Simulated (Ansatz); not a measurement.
Start from CdTe in the zinc blende structure (space group F-43m, No. 216; a = 6.558 Å). Axes: x, y, z lie along the cube axes.

It is then changed as follows: biaxial strain +1.28 %, plane normal [001], relaxed out of plane (Cartesian); in-plane vectors clamped, the third vector and the atoms free.

Levels (all Ansatz, an electronic-structure program, PAW, earlier PAW set): r2SCAN (500 eV, scalar-relativistic without spin-orbit coupling); HSE06 (420 eV, scalar-relativistic without spin-orbit coupling); HSE06+SOC (420 eV, spin-orbit coupling included).

One geometry, relaxed with r2SCAN, under each level:

The valence-band top lists the three highest levels at Γ (Kramers pairs under SOC), from the VBM.

| level | band gap | lowest conduction level above the VBM at special points | valence-band top at Γ |
|---|---|---|---|
| r2SCAN | 1.07 eV | Γ 1.07 eV; N 2.12 eV; M 2.78 eV | 0.00, -0.09, -0.09 eV |
| HSE06 | [?] | [?] | – |
| HSE06+SOC | 1.14 eV | Γ 1.14 eV; N 2.24 eV; M 2.96 eV | 0.00, -0.07, -0.98 eV |

Problem. Give the withheld HSE06 results.

Solution. 
- HSE06, band gap: 1.42 eV
- HSE06, lowest conduction level above the VBM at special points: Γ 1.42 eV; N 2.52 eV; M 3.24 eV

Single points use the geometry relaxed with r2SCAN. Differences between runs with and without spin-orbit coupling are approximate. With Te present, leaving out spin-orbit coupling can change the band edges. Whether these cells are dynamically stable was not tested. k-point labels follow each cell's own Brillouin zone.
